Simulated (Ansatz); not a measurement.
Consider GaAs in the zinc blende structure (space group F-43m, No. 216).

```xyz
2
Lattice="0.0000 2.8328 2.8328 2.8328 0.0000 2.8328 2.8328 2.8328 0.0000" Properties=species:S:1:pos:R:3 pbc="T T T"
As     4.2492     4.2492     4.2492
Ga     0.0000     0.0000     0.0000
```

Levels (all Ansatz, a program for electronic structure, PAW, earlier PAW set): r2SCAN (500 eV, spin-orbit coupling left out); HSE06+SOC (420 eV, spin-orbit coupling included).

Its gap is 0.97 eV with r2SCAN and 1.25 eV with HSE06+SOC.

Modification: a negative pressure, −1 GPa.

With r2SCAN the gap becomes 0.86 eV.

**Question.** If the HSE06+SOC correction stayed the same, what would the HSE06+SOC gap be, and what does the HSE06+SOC run give?

**Answer.** A rigid correction of +0.28 eV gives 1.14 eV. The HSE06+SOC run gives 1.13 eV, so the two effects roughly add.

Single points use the geometry relaxed with r2SCAN. Differences between runs with and without spin-orbit coupling are approximate. Load acts through the strain it causes; cell and atoms are relaxed under it. Stability against distortions was not tested.
